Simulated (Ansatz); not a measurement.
## Converging zone-centre phonons against the mesh: TaBeB (P-6m2, 3 atoms in the cell)

```xyz
3
Lattice="3.2401 0.0000 0.0000 -1.6201 2.8061 0.0000 0.0000 0.0000 3.2364" Properties=species:S:1:pos:R:3 pbc="T T T"
Ta     0.0000     0.0000     0.0000
Be     0.0000     1.8707     1.6182
B      1.6201     0.9354     1.6182
```

Method of the run: LDA (PW92), default PAW files made with PBE (plane waves; Ansatz, an electronic-structure program).

Base settings: basis.ecutwfc = 30.9 Ry; kpoints.mp_grid.grid = 12 12 10; hamiltonian.xc = lda; hamiltonian.pseudopotentials = {kind: paw} (the program's default PAW files); scf.occupations.method = fermi_dirac; scf.occupations.width = 0.0073 Ry.

In this ladder: phonons.method = dfpt.

Frequencies are those of the unrelaxed cell, without the LO-TO term of polar crystals.

Only quantities that move along the ladder and can be compared are tabulated.

Core times come from one kind of shared machine, to one figure; runs under 30 s give none.

The starting cell comes from a database of computed structures (which also holds hypothetical and non-ambient phases and stackings), without a prior relaxation at this level. Its lattice was rescaled by up to half a per cent. Spin polarisation is off. In the base run, with a pressure of about -7 GPa the cell is away from its equilibrium volume at this level.

| kpoints.mp_grid.grid | highest zone-centre frequency (cm⁻¹) | lowest optical frequency (cm⁻¹) | core time / last (rough) |
|---|---|---|---|
| 3 3 3 | 752.3 | 410.6 | – |
| 4 4 4 | 821.6 | 282.0 | – |
| 5 5 4 | 842.6 | 375.1 | – |
| 6 6 5 | 842.3 | 396.3 | – |
| 7 7 6 | 832.4 | 407.0 | – |
| 9 9 8 | 834.8 | 404.2 | – |
| 11 11 10 | 834.7 | 408.4 | 0.06 |
| 14 14 12 | 832.2 | 406.3 | 0.1 |
| 17 17 15 | 833.3 | 407.8 | 0.2 |
| 27 27 23 | 833.1 | 408.3 | 1 |

Coarsest kpoints.mp_grid.grid that holds the highest zone-centre frequency within 5 cm⁻¹ of the last step, with all finer ones: 7 7 6; the step before is off by 9.2 cm⁻¹.

Coarsest kpoints.mp_grid.grid that holds the lowest optical frequency within 10 cm⁻¹ of the last step, with all finer ones: 7 7 6; the step before is off by 12 cm⁻¹.

Two neighbours can agree and both be off: 5 5 4 and 6 6 5 differ by 0.3 cm⁻¹ in the highest zone-centre frequency, yet lie about 9.2 cm⁻¹ from the last step.

Keys are those of Ansatz 0.2.
